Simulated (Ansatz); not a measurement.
**ZnS: band gap against strain**

ZnS (zinc blende, F-43m, 19.564 Å³/atom at rest) under an equal strain ε in the (001) plane with the normal axis free, as in a coherent film. r2SCAN in Ansatz, a plane-wave DFT program (PAW, default set), 500 eV, 11×11×11 Γ-centred mesh, Fermi-Dirac smearing 0.05 eV; ions are relaxed within the symmetry of each cell. Gaps are the smallest over the k-mesh and a band path, without spin-orbit coupling; in all rows the valence edge lies at Γ and the conduction edge at Γ.

Here s stands for strain and Eg for gap.

| strain (%) | gap (eV) |
|---|---|
| -3.00 | ? |
| -1.50 | 2.716 |
| -1.00 | 2.713 |
| -0.50 | 2.708 |
| 0.00 | 2.703 |

Taking a straight line for Eg over the 4 complete rows: Means: s -0.75000, Eg 2.7100. About the means, the sum of products is -0.011000 and the sum of squares of s is 1.2500; the slope is their ratio. Least squares gives Eg = 2.7034 - 0.00880·s. Residuals (row less fit): -0.0006, 0.0008, 0.0002, -0.0004; standard error 0.0008 (degrees of freedom: 2). Over these rows the gap moves by -0.88 ± 0.07 eV per unit strain.

Estimate the missing Eg (s = -3.00); what did the run itself give?

Eg = 2.7034 - 0.00880 × (-3.0) = 2.7298 eV. The calculation gives 2.722 eV, 0.0078 eV below the prediction (41.1 % of the range of Eg in the table). The row lies outside the fitted rows, so this is an extrapolation. From the scatter of the fitted rows alone, a prediction at this place has a standard error of 0.0018 eV, so the miss is 4.3 times that.

One order more, fitted to all 7 runs of the series, follows each within 0.001, so the miss is the next term of a smooth law. Rows are the converged runs of the series near zero and its far end; series whose fitted rows scatter by over a few per cent of the range, as at a crossing or softening among them, aren't shown in this form. Most that stay on the fit to the last digits aren't either.
